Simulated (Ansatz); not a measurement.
Take CdO in the rock salt structure (space group Fm-3m, No. 225; a = 4.691 Å) as the base. Axes: x, y, z lie along the cube axes.

Computed with DFT with PBEsol, PAW potentials and a 420 eV plane-wave cutoff in Ansatz (an electronic-structure program), no spin-orbit coupling, earlier PAW set.

Before the change:

```
Item                Value
---------------  --------
Pressure          0.0 GPa
Volume per atom  12.90 Å³
```

The change: tensile biaxial strain of 0.93 % in the plane normal to [111], as in epitaxy on a mismatched substrate; the out-of-plane cell vector and the atoms relax.

**Question.** What happens to the energy relative to the base, pressure and volume per atom?

**Answer.** The energy increases by 1.4 meV/atom; the pressure (mean of the normal stresses, compression positive) goes from zero to -1.2 GPa; the volume per atom grows by 0.11 Å³ (12.90 Å³ → 13.01 Å³).

A case with no gap was solved on a k-mesh chosen for an insulator, which is coarse for it. Without a gap, meshes like the base's 12×12×12 leave anisotropic stresses uncertain by several tenths of a GPa, and small strain energies with them. Whether these cells are dynamically stable was not tested. All final runs are without spin polarisation.
